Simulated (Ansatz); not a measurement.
Levels about the gap of amorphous In₉Ga₉Zn₉O₃₆ (63 atoms in a cell of 808 Å³, 5.80 g/cm³; zone centre alone, so wide bands show as single levels with stretches between that a denser mesh fills), at the geometry that PBE relaxed, where it gives -0.6 GPa on a denser mesh. The participation number counts the atoms over which a state spreads; weights are charges in smoothed Voronoi cells. The levels come from a single point, so bond lengths are those of that geometry. Method of the levels: PBE, scalar-relativistic without spin-orbit coupling (Ansatz, a first-principles code). Sampling: the zone centre alone; Fermi-Dirac width 0.02 eV; no spin polarisation.

Preparation: random packing, a CHGNet melt and quench, and a DFT relaxation. O atoms were pushed apart under 1.9 Å during the dynamics, to hinder bonds among them. The hot cell started wider than the set density and was brought back towards it in steps. It is the lowest in DFT energy of 2 quenches. It is a model cell: composition and starting density were chosen by hand, and all elements were melted together. No dispersion term was used. Its density started from a set value of 5.80 and ended at 5.80 g/cm³. The simulated quench (nominally 84 K/ps over its main leg) is rapid and tends to freeze in more defects than a deposited or slowly cooled glass has. One small periodic cell is one sample of the glass; other quenches scatter about these values. The volume was held where the preparation left it, at a PBE pressure of -0.6 GPa (tension). Stress components on the final sampling reach 3.7 GPa.

```
E - E(highest filled), eV  filling  participation number        largest on  weight O  weight In  weight Zn  weight Ga
-------------------------  -------  --------------------  ----------------  --------  ---------  ---------  ---------
-0.37                       filled                   6.7   O, 3 neighbours      0.89       0.03       0.08       0.01
-0.31                       filled                  20.1   O, 3 neighbours      0.79       0.02       0.18       0.01
-0.26                       filled                  19.7   O, 3 neighbours      0.85       0.01       0.12       0.02
-0.22                       filled                  19.5   O, 4 neighbours      0.82       0.02       0.15       0.01
-0.14                       filled                  16.4   O, 4 neighbours      0.80       0.03       0.17       0.01
-0.05                       filled                  16.8   O, 4 neighbours      0.82       0.02       0.16       0.01
0.00                        filled                  14.8   O, 4 neighbours      0.79       0.01       0.19       0.01
0.77                         empty                  57.7  In, 5 neighbours      0.50       0.23       0.15       0.12
3.52                         empty                  30.3  In, 6 neighbours      0.56       0.29       0.07       0.09
3.65                         empty                  33.9  In, 5 neighbours      0.58       0.29       0.07       0.06
3.75                         empty                  31.0  In, 6 neighbours      0.58       0.31       0.06       0.05
3.88                         empty                  32.5  In, 6 neighbours      0.60       0.26       0.09       0.05
4.12                         empty                  37.8  In, 5 neighbours      0.59       0.21       0.11       0.10
4.16                         empty                  45.6  Ga, 4 neighbours      0.58       0.16       0.09       0.17
```

Most localised among these is the filled level at -0.37 eV, on a O atom, which has 3 neighbours (Zn 1.99 Å, In 2.06 Å, In 2.15 Å).
